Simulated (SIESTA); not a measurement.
SIESTA run on Hf (P6_3/mmc, 2 atoms in the cell): self-consistent single point.

Computed with GGA PBE, numerical atomic orbitals DZP, PseudoDojo PBE standard norm-conserving potentials (rewritten from UPF to PSML) (SIESTA).

```
Hf
1.0
    3.26229     0.00000     0.00000
   -1.63115     2.82523     0.00000
    0.00000     0.00000     5.15553
Hf
2
Direct
  0.33333   0.66667   0.25000
  0.66667   0.33333   0.75000
```

Reference input (self-consistent single point, DFT, GGA PBE, numerical atomic orbitals DZP, PseudoDojo PBE standard norm-conserving potentials (rewritten from UPF to PSML)): XC.functional = GGA; XC.authors = PBE; potentials = PseudoDojo PBE standard; PAO.BasisSize = DZP; PAO.EnergyShift = 0.01 Ry; MeshCutoff = 350 Ry; kgrid.MonkhorstPack = 12 12 7; OccupationFunction = FD; ElectronicTemperature = 100 meV; MaxSCFIterations = 150; SCF.Mixer.Method = Broyden; SCF.Mixer.Weight = 0.25. This run's input differs from it in these lines:

```diff
@@ -32,3 +32,3 @@
 OccupationFunction           FD
-ElectronicTemperature        100.0 meV
+ElectronicTemperature        30.0 meV
```

Log, with long lists cut:

```
        iscf     Eharris(eV)        E_KS(eV)     FreeEng(eV)     dDmax    Ef(eV) dHmax(eV)
   scf:    1    -3067.269829    -3067.949430    -3067.952771  1.005140 -2.700828  4.576141
   scf:    2    -3068.778430    -3068.378907    -3068.382234  0.076918 -2.886533  2.925671
   scf:    3    -3068.870363    -3068.672744    -3068.677010  0.127200 -3.246322  0.017551
   scf:    4    -3068.673021    -3068.672888    -3068.677157  0.001239 -3.246492  0.013217
   scf:    5    -3068.673053    -3068.672978    -3068.677258  0.003031 -3.249726  0.010471
   [... 7 lines left out ...]
   scf:   13    -3068.672984    -3068.672983    -3068.677263  0.000020 -3.253695  0.000142
   scf:   14    -3068.672984    -3068.672984    -3068.677263  0.000014 -3.253724  0.000105
   scf:   15    -3068.672984    -3068.672984    -3068.677263  0.000010 -3.253746  0.000080
   scf:   16    -3068.672984    -3068.672984    -3068.677263  0.000008 -3.253762  0.000060
SCF Convergence by DM+H criterion
max |DM_out - DM_in|         :     0.0000078494
max |H_out - H_in|      (eV) :     0.0000604323
SCF cycle converged after 16 iterations

Using DM_out to compute the final energy and forces

siesta: E_KS(eV) =            -3068.6730

siesta: E_KS - E_eggbox =     -3068.6730

siesta: Atomic forces (eV/Ang):
     1    0.000035   -0.000020    0.000000
     2   -0.000035    0.000020   -0.000000
   Tot   -0.000000   -0.000000   -0.000000
   Max    0.000035
   Res    0.000023    sqrt( Sum f_i^2 / 3N )
   Max    0.000035    constrained

Stress tensor Voigt[x,y,z,yz,xz,xy] (kbar):       79.30       79.36       77.94        0.00        0.00        0.05
(Free)E + p*V (eV/cell)    -3071.0163
Target enthalpy (eV/cell)    -3068.6773

siesta: Program's energy decomposition (eV):
siesta: FreeEng =     -3068.677263

   [... lines left out ...]
siesta:     0.049497    0.000030    0.000000
siesta:     0.000030    0.049532    0.000000
siesta:     0.000000    0.000000    0.048646

siesta: Cell volume =         47.517064 Ang**3

siesta: Pressure (static):
siesta:                Solid            Molecule  Units
siesta:          -0.00053613         -0.00053612  Ry/Bohr**3
siesta:          -0.04922489         -0.04922435  eV/Ang**3
siesta:         -78.86696166        -78.86610853  kBar
```

The run converged in 16 iterations. Against the reference run the free energy goes up by 12.2 meV/atom and the pressure moves little (-7.85 to -7.89 GPa).

The starting cell comes from a database of computed structures (which also holds hypothetical and non-ambient phases and stackings), without a prior relaxation at this level. Its lattice was rescaled by a random factor within 2.5 % of one. Values carry the incompleteness of an atom-centred basis. With a pressure of about -8 GPa the cell is away from its equilibrium volume at this level.

Cost on one core of a shared machine: roughly 60 s.
